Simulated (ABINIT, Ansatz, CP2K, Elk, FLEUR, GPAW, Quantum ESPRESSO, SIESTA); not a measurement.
One structure in several programs: SbPt (P6_3/mmc, 4 atoms in the cell)

Self-consistent single point, at a second geometry (lattice scaled by 0.98). First geometry:

```yaml
crystal:
  lattice:
    - [4.14527, 0.00000, 0.00000]
    - [-2.07264, 3.58991, 0.00000]
    - [0.00000, 0.00000, 5.49655]
  atoms:
    - { symbol: Sb, position: [0.66667, 0.33333, 0.75000] }
    - { symbol: Sb, position: [0.33333, 0.66667, 0.25000] }
    - { symbol: Pt, position: [0.00000, 0.00000, 0.50000] }
    - { symbol: Pt, position: [0.00000, 0.00000, 0.00000] }
```

Shared settings, as Ansatz (a quantum-chemistry and plane-wave program) writes them: kpoints.mp_grid.grid = 8 8 5; scf.occupations.method = fermi_dirac; scf.occupations.width = 0.1 eV. Potentials and cutoffs stand in the table.

| code | model | ΔF from the first geometry (meV/atom) | pressure (GPa) | cutoff |
|---|---|---|---|---|
| Ansatz | PBEsol, PAW files made with PBE | 44.4 | 11.30 | 420 eV |
| GPAW | PBEsol, GPAW PAW datasets PBEsol (made by gpaw-setup) | 39.8 | 10.46 | 550 eV |
| ABINIT | PBEsol, norm-conserving pseudopotentials (PseudoDojo nc-sr-04 PBEsol standard) | 43.3 | 11.16 | 42 Ha |
| Quantum ESPRESSO | PBEsol, SSSP 1.1.2 efficiency (PBE) pseudopotentials | 46.6 | 11.27 | 40 Ry |
| Elk | PBEsol, all-electron FP-LAPW, Elk's shipped species files, APW+lo basis with extra local orbitals | 41.4 | – | rgkmax 7.5 |
| CP2K | PBEsol, GPW, DZVP-MOLOPT-SR-GTH basis, GTH-PBE potentials (GTH_POTENTIALS) | 81.7 | 16.90 | grid 500 Ry |
| FLEUR | PBEsol, all-electron FLAPW (FLEUR), scalar-relativistic valence | 46.8 | – | Kmax 4.2 1/bohr |
| SIESTA | GGA PBEsol, numerical atomic orbitals DZP, PseudoDojo PBEsol standard norm-conserving potentials (rewritten from UPF to PSML) | 71.7 | 15.70 | grid 400 Ry |

A dash marks a value that a program does not give, or that is left out as unsure.

On Ansatz's run: spin-orbit coupling is off. Spin polarisation is off.

The spread over the programs that give each value: ΔF from the first geometry within 41.9 meV/atom; pressure within 6.44 GPa.

CP2K and SIESTA use small atom-centred bases, whose incompleteness enters pressures, forces and empty levels differently from a plane-wave cutoff. Elk and FLEUR treat all electrons, but the usual bases taken here (sphere radii, linearisation, local orbitals, empty states) were not tested for convergence, so the values are no reference for the others. Ansatz's pressure is given at a fixed set of plane waves, as the other plane-wave codes print theirs; with its correction for the finite basis it is 11.34 GPa. In the pressure, CP2K (by 5.69) and SIESTA (by 4.49) lie more than 1 GPa from the median of the plane-wave programs.

The starting cell comes from a database of computed structures (which also holds hypothetical and non-ambient phases and stackings), without a prior relaxation at this level. Its lattice was rescaled by a random factor within 2.5 % of one. For this run, on top of that: lattice scaled by 0.98.

Keys are those of Ansatz 0.2.
